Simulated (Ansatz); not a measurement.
For AlB2-type HfB₂, PBE (PAW; Ansatz, a program for electronic structure) gives:

| Property | Result |
|---|---|
| equilibrium lattice constant a | 3.145 Å |
| lattice parameter c | 3.486 Å |

Q: What does HSE06-D3(BJ) (Ansatz, plane waves, PAW) give for the same quantities?

A: 
- lattice constant a: 3.105 Å (falls by 1.3 %)
- lattice parameter c: 3.438 Å (shrinks by 1.4 %)

For comparison: lattice constant a 3.14 Å (measured, temperature not stated, copied from a table, unchecked, not corrected to a static lattice; as tabulated in Journal of Nuclear Materials 21, 14 (1967)); lattice parameter c 3.48 Å (measured, temperature not stated, copied from a table, unchecked, not corrected to a static lattice; as tabulated in Journal of Nuclear Materials 21, 14 (1967)).

Changes are worked out from the printed values.

Unless a cell is named, each level is at its own relaxed cell (PBE 9.96, HSE06-D3(BJ) 9.57 Å³/atom).

Levels without +SOC leave out spin–orbit coupling, which shifts energies and cells of such heavy elements.

Ansatz's density-functional and Hartree–Fock values are scalar-relativistic unless marked +SOC, with PAW data made under PBE.
